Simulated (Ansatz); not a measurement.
# Band gap of SrTaNO2 (Pmc2₁, No. 26, 10 atoms in the cell; start mp-1101327) at several levels of theory

No measured value is used here.

| level (code) | value (eV) | cell (Å³/atom) |
|---|---|---|
| LDA (Ansatz) | 1.00 | 12.74 |
| PBEsol+SOC (Ansatz) | 1.07 (indirect) | 13.07 |
| dielectric-dependent PBEsol hybrid (Ansatz) | 2.11 | 13.07 |
| HSE06 (Ansatz) | 2.20 | 13.07 |
| HSE06+SOC (Ansatz) | 2.15 (indirect) | 13.07 |

Computed values are for a static lattice. Spin–orbit coupling is included only where a level's name says +SOC; with heavier elements it mostly lowers gaps and can invert bands.  PBEsol+SOC: the gap is read on the k mesh or supercell of the run alone and can be too large. Values are at the PBEsol cell; LDA at the level's own relaxed cell. Cutoffs and k meshes differ between the levels. Ansatz's density-functional and Hartree–Fock values are scalar-relativistic unless marked +SOC, with PAW data made under PBE.

A start named mp-… is a Materials Project structure, which need not be a measured phase.

Ansatz is a program for electronic structure.
